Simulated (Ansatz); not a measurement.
Start from FePt (space group P4/mmm, No. 123; a = 2.7301 Å, c = 3.7639 Å; ferromagnetic).

The values are results of PBE (Ansatz, a quantum-chemistry and plane-wave program, PAW, without spin-orbit coupling), not measurements.

One change was made to it. Results:

| quantity | base | after |
|---|---|---|
| shortest interatomic distance | 2.696 Å | 2.530 Å |
| largest site moment | 2.99 μB | 2.54 μB |
| density | 14.85 g/cm³ | 17.94 g/cm³ |
| magnetic state | ferromagnetic | ferromagnetic |

### Question
Name the change that was made.
A) pressure 60 GPa
B) pressure 4.2 GPa
C) pressure 1.8 GPa
D) pressure 9 GPa
E) pressure −1 GPa

### Answer
A, pressure 60 GPa. For comparison, the largest site moment in the other runs: pressure 9 GPa gives 2.91 μB; pressure −1 GPa gives 3.00 μB; pressure 1.8 GPa gives 2.97 μB; pressure 4.2 GPa gives 2.95 μB.

Other magnetic orders, which the real material may have, were not ruled out. Load acts through the strain it causes; cell and atoms are relaxed under it. Stability against distortions was not tested. No other phases were tried under pressure.
